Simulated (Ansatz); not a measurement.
Take CdS in the wurtzite structure (space group P6_3mc, No. 186; a = 4.124 Å, c = 6.708 Å) as the base.

The values are results of Ansatz (an electronic-structure program), PBEsol, PAW, cutoff 420 eV, no spin-orbit coupling, not measurements.

Base values:

The lattice parameter a is 7.794 bohr and the valence-band top at Γ is 0.00, 0.00, -0.05 eV.

It is then changed as follows: hydrostatic tension (pressure −1 GPa).

### Question
Predict the new mean gap deformation potential ΔEg/Δln V.

### Answer
The mean gap deformation potential ΔEg/Δln V amounts to -2.2 eV.

### Question
How does this affect the lattice parameter a?

### Answer
The lattice parameter a goes up by 0.0435 bohr (7.794 bohr → 7.837 bohr).

### Question
What does the calculation give for the valence-band top at Γ after the change?

### Answer
The valence-band top at Γ (three highest levels, from the VBM) remains 0.00, 0.00, -0.05 eV.

Load acts through the strain it causes; cell and atoms are relaxed under it. No phonon test of stability was made.
